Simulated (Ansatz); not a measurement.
Levels about the gap of amorphous Si₂₀P₂O₄₅ (67 atoms in a cell of 985 Å³, 2.26 g/cm³; zone centre alone, so wide bands show as single levels with stretches between that a denser mesh fills), at the geometry that PBE relaxed, where it gives 0.0 GPa on a denser mesh. The participation number counts the atoms over which a state spreads; weights are charges in smoothed Voronoi cells. The levels come from a single point, so bond lengths are those of that geometry. Method of the levels: r2SCAN, scalar-relativistic without spin-orbit coupling (Ansatz, a first-principles code). Sampling: the zone centre alone; Fermi-Dirac width 0.01 eV; collinear spin, started from moments on atoms (the moments died out). At PBE the levels at the filled edge of the gap are localised (band-tail or defect states), and the nearest spread-out levels lie 5.4 eV apart at the zone centre.

A CHGNet melt-quench gave the starting glass, which DFT then relaxed. O atoms were pushed apart under 1.9 Å during the dynamics, to hinder bonds among them. The hot cell started wider than the set density and was brought back towards it in steps. It is the lowest in DFT energy of 2 quenches. It is a model cell: composition and starting density were chosen by hand, and all elements were melted together. No dispersion term was used. Its density started from a set value of 2.39 and ended at 2.26 g/cm³. The quench (nominally 140 K/ps over its main leg) was far faster than any real one, so the model tends to hold more defects than a real film. Values belong to this one cell and scatter from quench to quench. The volume was free in the relaxation, at fixed shape. Stress components on the final sampling reach 2.3 GPa.

```csv
"E - E(highest filled), eV",filling,spin,participation number,largest on,weight O,weight Si,weight P
-0.14,filled,up,2.1,"O, 1 neighbours",0.93,0.01,0.06
-0.14,filled,dn,2.0,"O, 1 neighbours",0.93,0.01,0.06
-0.14,filled,up,2.0,"O, 1 neighbours",0.93,0.01,0.06
-0.05,filled,dn,2.0,"O, 1 neighbours",0.94,0.01,0.05
-0.05,filled,up,2.0,"O, 1 neighbours",0.94,0.01,0.05
0.00,filled,dn,2.1,"O, 1 neighbours",0.94,0.01,0.05
0.00,filled,up,2.1,"O, 1 neighbours",0.94,0.01,0.05
5.62,empty,dn,61.1,"O, 2 neighbours",0.72,0.26,0.02
5.62,empty,up,61.1,"O, 2 neighbours",0.72,0.26,0.02
7.07,empty,up,35.6,"Si, 4 neighbours",0.60,0.36,0.04
7.07,empty,dn,35.6,"Si, 4 neighbours",0.60,0.36,0.04
7.51,empty,up,47.0,"O, 2 neighbours",0.70,0.26,0.04
7.51,empty,dn,47.0,"O, 2 neighbours",0.70,0.26,0.04
7.63,empty,up,45.6,"O, 2 neighbours",0.66,0.28,0.06
```

Most localised among these is the filled level at -0.05 eV, on a O atom, which has 1 neighbours (P 1.47 Å).
